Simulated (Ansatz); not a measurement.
Given:

```yaml
crystal:
  lattice:
    - [4.08010, 0.00000, 0.00000]
    - [0.00000, 4.08010, 0.00000]
    - [0.00000, 0.00000, 2.68801]
  atoms:
    - { symbol: Si, position: [0.00000, 0.00000, 0.00000] }
    - { symbol: Si, position: [0.50000, 0.50000, 0.50000] }
    - { symbol: O, position: [0.30419, 0.30419, 0.00000] }
    - { symbol: O, position: [0.80419, 0.19581, 0.50000] }
    - { symbol: O, position: [0.19581, 0.80419, 0.50000] }
    - { symbol: O, position: [0.69581, 0.69581, 0.00000] }
```

No spin polarisation.

Computed with LDA (Ansatz, an electronic-structure program), without spin-orbit coupling. k-mesh 8×8×12 (Γ-centred); smearing 0.05 eV (Fermi–Dirac).

Question: What is the computed band gap?

Answer: 6.14 eV.

Question: What valence-band top at Γ (three highest levels, from the VBM) does the calculation give?

Answer: 0.00, -0.90, -0.90 eV.

Question: What is the computed electron mass?

Answer: 0.39 mₑ out of plane, 0.55 mₑ in plane (at Γ).

Question: Estimate the mean in-plane stress (compression positive).

Answer: +11.5 GPa.

The cells carry an imposed strain or load. Effective masses come from finite differences of ±0.01 Å⁻¹. Stability against distortions was not tested. The cell was made from SiO2 in the rutile structure (space group P4_2/mnm, No. 136) by this change: biaxial strain −1.80 %, plane normal [001], relaxed out of plane.
